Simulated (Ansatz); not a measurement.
Take WS2 (space group P6_3/mmc, No. 194; layered, stacked along the Cartesian z axis) as the base.

```
CELL_PARAMETERS angstrom
      3.15413     0.00000     0.00000
     -1.57707     2.73156     0.00000
      0.00000     0.00000    12.14083
ATOMIC_POSITIONS crystal
  W  0.66667 0.33333 0.75000
  W  0.33333 0.66667 0.25000
  S  0.66667 0.33333 0.37970
  S  0.33333 0.66667 0.87970
  S  0.33333 0.66667 0.62030
  S  0.66667 0.33333 0.12030
```

Computed with Kohn–Sham DFT with the PBE-D3(BJ) functional, run in Ansatz (a first-principles code) with PAW and 420 eV plane waves, no spin-orbit coupling.

For the base:

The hole mass is 0.88 mₑ along c, 0.55 mₑ across (at Γ) and the smallest direct gap comes out as 1.83 eV.

Perturbation: hydrostatic tension (pressure −1 GPa).

Task: What happens to the hole mass and smallest direct gap?

Result: The hole mass changes from 0.88 mₑ along c, 0.55 mₑ across (at Γ) to 0.84 mₑ along c, 0.61 mₑ across (at Γ); the smallest direct gap drops by 0.02 eV (1.83 eV → 1.81 eV).

With W present, leaving out spin-orbit coupling can change the band edges. Load acts through the strain it causes; cell and atoms are relaxed under it. Masses are band curvatures over ±0.01 Å⁻¹ around the edge. Whether these cells are dynamically stable was not tested.
